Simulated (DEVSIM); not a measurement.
System: isotype n-n heterojunction GaP/Si, at 300 K.

Layer 1 from the left is GaP, thickness (μm) 0.110, Nd (cm⁻³) 3.6e16, τn (s) 2.2e-7, τp (s) 2.2e-7. Layer 2 from the left is Si, thickness (μm) 0.370, Nd (cm⁻³) 1.3e14, τn (s) 2.2e-7, τp (s) 2.2e-7.

Left contact: ohmic. Right contact: ohmic. Voltage is applied to the left contact. Recombination: SRH at mid-gap, radiative. Mobility is μmin + (μ − μmin)/(1 + (N/Nref)^α).

Constants are typed, rounded textbook-type inputs, not results; the design itself was drawn at random and stands for no fabricated device. Values at 300 K.

GaP: gap (eV) 2.26, affinity (eV) 3.8, permittivity 11.1, Nc (cm⁻³) 1.8e19, Nv (cm⁻³) 1.9e19, μn (cm²/Vs) 250, μp (cm²/Vs) 150, μn,min 10, μp,min 10, Nref,n 4.4e18, Nref,p 1e18, αn 0.8, αp 0.85, B (cm³/s) 1e-13. Si: gap (eV) 1.124, affinity (eV) 4.05, permittivity 11.7, Nc (cm⁻³) 2.86e19, Nv (cm⁻³) 3.1e19, μn (cm²/Vs) 1417, μp (cm²/Vs) 470, μn,min 52, μp,min 45, Nref,n 9.7e16, Nref,p 2.2e17, αn 0.68, αp 0.72, B (cm³/s) 4.7e-15.

Model (solved in DEVSIM): 1D drift-diffusion, Boltzmann statistics, complete ionisation; no tunnelling, impact ionisation, image-force lowering or self-heating. Band offsets follow the typed affinities; no thermionic-emission limit at abrupt steps, no polarisation charge.

What does the simulation give for the potential step across the device at zero bias, the dark forward voltage at 100 A/cm²?

potential step across the device at zero bias 0.407 V; dark forward voltage at 100 A/cm² 0.428 V.
